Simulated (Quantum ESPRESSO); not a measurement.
A self-consistent single point of Nb (Im-3m, 1 atom in the cell) with Quantum ESPRESSO.

Level of theory: PBE, PSlibrary ultrasoft (PBE) pseudopotentials (plane waves; Quantum ESPRESSO 7.5).

The change in words: lattice scaled by 0.98; K_POINTS: automatic 14 14 14 0 0 0 → automatic 22 22 22 0 0 0. Reference geometry:
```
CELL_PARAMETERS angstrom
     -1.65825     1.65825     1.65825
      1.65825    -1.65825     1.65825
      1.65825     1.65825    -1.65825
ATOMIC_POSITIONS crystal
  Nb 0.00000 0.00000 0.00000
```

Reference input (self-consistent single point, DFT, PBE, plane waves, PSlibrary ultrasoft (PBE) pseudopotentials): ecutwfc = 55 Ry; ecutrho = 330 Ry; occupations = smearing; smearing = fermi-dirac; degauss = 0.0073499 Ry; potentials = {Nb: Nb.pbe-spn-rrkjus_psl.1.0.0.UPF}; K_POINTS = automatic 14 14 14 0 0 0; conv_thr = 1e-09 Ry; mixing_beta = 0.3. This run's input differs from it in these lines:

```diff
@@ -10,3 +10,3 @@
   ibrav = 0,
-  celldm(1) = 5.42762083,
+  celldm(1) = 5.31906841,
   nat = 1,
@@ -32,3 +32,3 @@
 K_POINTS {automatic}
-14 14 14  0 0 0
+22 22 22  0 0 0
```

Output (repeated stretches shortened):

```
     Self-consistent Calculation

     iteration #  1     ecut=    55.00 Ry     beta= 0.30

     Threshold (ethr) on eigenvalues was too large:
     Diagonalizing with lowered threshold

     total energy              =    -118.03178468 Ry
     estimated scf accuracy    <       0.02079914 Ry

     iteration #  2     ecut=    55.00 Ry     beta= 0.30

     total energy              =    -118.03010395 Ry
     estimated scf accuracy    <       0.00532400 Ry

     iteration #  3     ecut=    55.00 Ry     beta= 0.30

     total energy              =    -118.03118023 Ry
     estimated scf accuracy    <       0.00022168 Ry

   [... 4 blocks of this kind left out ...]

     iteration #  8     ecut=    55.00 Ry     beta= 0.30

     total energy              =    -118.03119073 Ry
     estimated scf accuracy    <          1.2E-09 Ry

     iteration #  9     ecut=    55.00 Ry     beta= 0.30
     End of self-consistent calculation

     Number of k-points >= 100: set verbosity='high' to print the bands.

     the Fermi energy is    19.0087 ev

!    total energy              =    -118.03119074 Ry
     estimated scf accuracy    <          1.7E-10 Ry
     smearing contrib. (-TS)   =      -0.00340231 Ry
     internal energy E=F+TS    =    -118.02778843 Ry

     convergence has been achieved in   9 iterations

     Forces acting on atoms (cartesian axes, Ry/au):

     atom    1 type  1   force =     0.00000000    0.00000000    0.00000000

     Total force =     0.000000     Total SCF correction =     0.000000

          total   stress  (Ry/bohr**3)                   (kbar)     P=       96.27
   0.00065446   0.00000000   0.00000000           96.27        0.00        0.00
  -0.00000000   0.00065446  -0.00000000           -0.00       96.27       -0.00
   0.00000000  -0.00000000   0.00065446            0.00       -0.00       96.27

   JOB DONE.
```

The run converged in 9 iterations. Against the reference run the free energy goes up by 31.1 meV/atom and the pressure goes from -1.44 to 9.63 GPa.

The starting cell has typed, rounded lattice constants, without a prior relaxation at this level. Its lattice was rescaled by up to half a per cent. For this run, on top of that: lattice scaled by 0.98. Spin polarisation is off. With a pressure of about 10 GPa the cell is away from its equilibrium volume at this level.

Cost on one core of a shared machine: roughly 30 s.
